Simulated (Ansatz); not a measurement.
The starting structures come from a database of crystals and need not be the phases stable at ambient conditions.

Inside the gap of an insulator the Bloch states are evanescent, with a wavenumber k + iκ along the transport direction.

Data:

```yaml
crystal:
  lattice:
    - [6.92369, 0.00000, 0.00000]
    - [0.00000, 6.92369, 0.00000]
    - [0.00000, 0.00000, 7.07714]
  atoms:
    - { symbol: Na, position: [0.00000, 0.50000, 0.41968] }
    - { symbol: Na, position: [0.50000, 0.00000, 0.58032] }
    - { symbol: Na, position: [0.50000, 0.00000, 0.08032] }
    - { symbol: Na, position: [0.00000, 0.50000, 0.91968] }
    - { symbol: Na, position: [0.00000, 0.00000, 0.00000] }
    - { symbol: Na, position: [0.50000, 0.50000, 0.50000] }
    - { symbol: P, position: [0.00000, 0.00000, 0.50000] }
    - { symbol: P, position: [0.50000, 0.50000, 0.00000] }
    - { symbol: S, position: [0.69019, 0.65153, 0.16588] }
    - { symbol: S, position: [0.65153, 0.30981, 0.83412] }
    - { symbol: S, position: [0.30981, 0.34847, 0.16588] }
    - { symbol: S, position: [0.34847, 0.69019, 0.83412] }
    - { symbol: S, position: [0.19019, 0.84847, 0.33412] }
    - { symbol: S, position: [0.15153, 0.19019, 0.66588] }
    - { symbol: S, position: [0.80981, 0.15153, 0.33412] }
    - { symbol: S, position: [0.84847, 0.80981, 0.66588] }
```

Space group of this cell: P-42_1c. The cell is taken as given.

Transport runs along the normal of the first two printed cell vectors, the (001) plane of the conventional cell.

The gap is the functional's own, uncorrected, and κ follows it; spin-orbit coupling is left out. Mid-gap values are interpolated between the computed energies.

Task: State the band gap and the smallest decay constant κ at mid-gap according to r2SCAN run with Ansatz (a first-principles code).

Result: Gap 2.70 eV on a 6×6×4 mesh; κ = 0.313 1/Å, at the zone centre.
